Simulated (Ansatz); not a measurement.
## Cu3N (space group Pm-3m, No. 221)

Space group Pm-3m (No. 221); a = b = c = 3.721 Å, α = β = γ = 90.00°

```csv
atom,site,symmetry,x,y,z
Cu,3d,4/mm.m,0.0000,0.0000,0.5000
N,1a,m-3m,0.0000,0.0000,0.0000
```

The values are results of LDA (Ansatz, a quantum-chemistry and plane-wave program; PAW; 420 eV plane waves; no spin-orbit coupling), not measurements. Settings: 13×13×13 k-points, 0.05 eV Fermi–Dirac smearing.

| Quantity | Value |
|---|---|
| Volume per atom | 12.88 Å³ |
| Density | 6.60 g/cm³ |
| Band gap | zero |
| Total energy | -5009.981 eV/atom (σ→0; compares only within this code and set-up) |

No phonon test of stability was made. The final runs are not spin-polarised. A zero or small gap of Cu3N can be the functional's error rather than a property of the material.
